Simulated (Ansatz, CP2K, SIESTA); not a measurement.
# Code comparison for MgSiSb2 (I-42d, 8 atoms in the cell)

Band-structure calculation.

```xyz
8
Lattice="-3.2222 3.2222 5.9716 3.2222 -3.2222 5.9716 3.2222 3.2222 -5.9716" Properties=species:S:1:pos:R:3 pbc="T T T"
Mg     0.0000     0.0000     0.0000
Mg     0.0000     3.2222     2.9858
Si     0.0000     0.0000     5.9716
Si     3.2222     0.0000     2.9858
Sb    -1.4183     1.6111     7.4645
Sb     1.6111     1.4183     4.4787
Sb     4.6405     1.6111     1.4929
Sb     1.6111     1.8039    -1.4929
```

Shared settings, as Ansatz (a first-principles code) writes them: kpoints.mp_grid.grid = 3 3 3; scf.occupations.method = fixed. Potentials and cutoffs stand in the table.

```json
[
 {"code": "SIESTA", "model": "GGA PBEsol, numerical atomic orbitals DZP, PseudoDojo PBEsol standard norm-conserving potentials (rewritten from UPF to PSML)", "gap along the path (eV)": "0.73", "smallest direct gap (eV)": "0.73", "cutoff": "grid 350 Ry"},
 {"code": "CP2K", "model": "PBEsol, GPW, DZVP-MOLOPT-PBE-GTH basis, GTH-PBE potentials (POTENTIAL_UZH)", "gap along the path (eV)": "0.76", "smallest direct gap (eV)": "0.76", "cutoff": "grid 1000 Ry"},
 {"code": "Ansatz", "model": "PBEsol, PAW files made with PBE", "gap along the path (eV)": "0.76", "smallest direct gap (eV)": "0.76", "cutoff": "30.9 Ry"}
]
```

On Ansatz's run: spin-orbit coupling is off.

The spread over the programs that give each value: gap along the path within 0.03 eV; smallest direct gap within 0.03 eV.

SIESTA and CP2K use small atom-centred bases, whose incompleteness enters pressures, forces and empty levels differently from a plane-wave cutoff.

The starting cell comes from a database of computed structures (which also holds hypothetical and non-ambient phases and stackings), without a prior relaxation at this level.

Left out of this page: Quantum ESPRESSO (not drawn, or without a comparable value).

Keys are those of Ansatz 0.2.
